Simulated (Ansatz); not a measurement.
The starting structures come from a database of crystals and need not be the phases stable at ambient conditions.

Here is the system:

```yaml
crystal:
  lattice:
    - [5.72531, 0.00000, 0.00000]
    - [0.00000, 7.07414, 0.00000]
    - [2.86265, 0.00000, 4.95826]
  atoms:
    - { symbol: Sr, position: [0.00000, 0.00000, 0.00000] }
    - { symbol: Sr, position: [0.66667, 0.66219, 0.66667] }
    - { symbol: Sr, position: [0.33333, 0.33781, 0.33333] }
    - { symbol: Ta, position: [0.66667, 0.17650, 0.66667] }
    - { symbol: Ta, position: [0.33333, 0.82350, 0.33333] }
    - { symbol: Zn, position: [0.00000, 0.50000, 0.00000] }
    - { symbol: O, position: [0.00000, 0.00000, 0.50000] }
    - { symbol: O, position: [0.50000, 0.00000, 0.00000] }
    - { symbol: O, position: [0.50000, 0.00000, 0.50000] }
    - { symbol: O, position: [0.33929, 0.32322, 0.83036] }
    - { symbol: O, position: [0.66071, 0.67678, 0.16965] }
    - { symbol: O, position: [0.83035, 0.32322, 0.33929] }
    - { symbol: O, position: [0.16965, 0.67678, 0.66071] }
    - { symbol: O, position: [0.83035, 0.32322, 0.83036] }
    - { symbol: O, position: [0.16964, 0.67678, 0.16965] }
```

Space group of this cell: P-3m1. The cell is taken as given; by r2SCAN its mean pressure is -5.4 GPa.

Transport runs along the normal of the first two printed cell vectors, the (100) plane of the conventional cell.

The gap is the functional's own, uncorrected, and κ follows it; spin-orbit coupling is left out. Mid-gap values are interpolated between the computed energies.

**Question.** Predict the band gap and the smallest decay constant κ at mid-gap from r2SCAN in Ansatz (a first-principles code).

**Answer.** Gap 3.90 eV on a 6×4×6 mesh; κ = 0.353 1/Å, at (0.000, 0.500) of the in-plane reciprocal vectors. At the zone centre, at the nearest computed energy, the slowest state has κ = 0.36 1/Å.
